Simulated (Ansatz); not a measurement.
The parent structure is TiO2 in the rutile structure (space group P4_2/mnm, No. 136; a = 4.597 Å, c = 2.954 Å). Axes: x, y, z lie along a, b, c of the conventional cell.

Method: Kohn–Sham DFT with the r2SCAN functional, run in Ansatz (a program for electronic structure) with PAW and 500 eV plane waves, spin-orbit coupling left out.

Modification: an isotropic linear strain of −2.43 %; the atoms relax in the strained cell.

Q: Predict the stress tensor and what it implies for the stiffness.

A: Stress of the strained cell less that of the base (GPa, compression positive):
```
  19.35    0.00    0.00
   0.00   19.35    0.00
   0.00    0.00   23.95
```

Then B = −ΔP/(ΔV/V₀) with ΔV/V₀ = -0.0711 gives secant stiffness values (nonlinear terms included at this strain): B (at held cell shape, above the free-shape value) ≈ 294 GPa.

As a check, the harmonic strain energy −½ V₀ Δσ:ε is 49 meV/atom; the computed energy rise is 45 meV/atom.

Stability against distortions was not tested. The final runs are not spin-polarised.
